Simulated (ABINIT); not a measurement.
Worked example: self-consistent single point of MgTe (F-43m, 2 atoms in the cell) in ABINIT.

Method: LDA (PW92), norm-conserving pseudopotentials (PseudoDojo nc-sr-04 LDA standard) (plane waves; ABINIT).

```
MgTe
1.0
    0.00000     3.21000     3.21000
    3.21000     0.00000     3.21000
    3.21000     3.21000     0.00000
Mg Te
1 1
Cartesian
  0.00000   0.00000   0.00000
  1.60500   1.60500   1.60500
```

Reference input (self-consistent single point, DFT, PBE, plane waves, norm-conserving pseudopotentials (PseudoDojo nc-sr-05 PBE standard)): pseudos = [Mg.upf, Te.upf]; ecut = 42 Ha; occopt = 3; tsmear = 0.00183747 Ha; ngkpt = 7 7 7; nshiftk = 1; shiftk = 0 0 0; potentials = PseudoDojo nc-sr-05 PBE standard; nband = 18; kptopt = 1; nstep = 50; tolvrs = 1e-12. This run's input differs from it in these lines:

```diff
@@ -1,2 +1,2 @@
-# MgTe, PseudoDojo nc-sr-05 PBE standard
+# MgTe, PseudoDojo nc-sr-04 LDA standard
 pp_dirpath "./"
```

Its files differ too (potentials: PseudoDojo nc-sr-05 PBE standard → PseudoDojo nc-sr-04 LDA standard).

Log, with long lists cut:

```
--- !BeginCycle
solver: {iscf: 7, nstep: 50, nline: 4, wfoptalg: 0, }
tolerances: {tolvrs: 1.00E-12, }
...

     iter   Etot(hartree)      deltaE(h)  residm     vres2
 ETOT  1  -163.52419296814    -1.635E+02 1.201E+00 8.781E+01
 ETOT  2  -163.90157471899    -3.774E-01 4.212E-03 1.720E+00
 ETOT  3  -163.90167333653    -9.862E-05 1.071E-03 6.382E-02
 ETOT  4  -163.90167563816    -2.302E-06 2.096E-03 1.324E-02
 ETOT  5  -163.90167607530    -4.371E-07 5.845E-04 1.465E-03
   [... 3 lines left out ...]
 ETOT  9  -163.90167611162    -3.581E-12 1.579E-04 1.299E-09
 ETOT 10  -163.90167611163    -4.235E-12 2.708E-04 1.070E-10
 ETOT 11  -163.90167611162     1.003E-11 1.385E-04 1.534E-12
 ETOT 12  -163.90167611161     6.139E-12 2.140E-04 1.300E-14
 At SCF step   12       vres2   =  1.30E-14 < tolvrs=  1.00E-12 =>converged.

 Cartesian components of stress tensor (hartree/bohr^3)
  sigma(1 1)=  3.00064663E-05  sigma(3 2)=  0.00000000E+00
  sigma(2 2)=  3.00064663E-05  sigma(3 1)=  0.00000000E+00
  sigma(3 3)=  3.00064663E-05  sigma(2 1)=  0.00000000E+00

 ----iterations are completed or convergence reached----

 reduced coordinates (array xred) for    2 atoms
       0.000000000000      0.000000000000      0.000000000000
       0.250000000000      0.250000000000      0.250000000000
 cartesian forces (eV/Angstrom) at end:
    1     -0.00000000000000    -0.00000000000000    -0.00000000000000
    2     -0.00000000000000    -0.00000000000000    -0.00000000000000
 frms,max,avg= 0.0000000E+00 0.0000000E+00   0.000E+00  0.000E+00  0.000E+00 e/A
   [... lines left out ...]
 Fermi (or HOMO) energy (hartree) =   0.10239   Average Vxc (hartree)=  -0.31797
   [... lines left out ...]
total_energy        : -1.63901676111612E+02
total_energy_eV     : -4.45999142397046E+03
band_energy         : -2.70992538550017E+01
...

-Cartesian components of stress tensor (GPa)         [Pressure= -8.8282E-01 GPa]
- sigma(1 1)=  8.82820570E-01  sigma(3 2)=  0.00000000E+00
- sigma(2 2)=  8.82820570E-01  sigma(3 1)=  0.00000000E+00
- sigma(3 3)=  8.82820570E-01  sigma(2 1)=  0.00000000E+00

 Calculation completed.
```

The run converged in 12 iterations. Against the reference run the pressure goes from 1.53 to -0.88 GPa and the gap on the mesh goes from 2.498 to 2.268 eV.

The starting cell has typed, rounded lattice constants, without a prior relaxation at this level. Spin-orbit coupling is off.

Cost on one core of a shared machine: roughly 3 min.
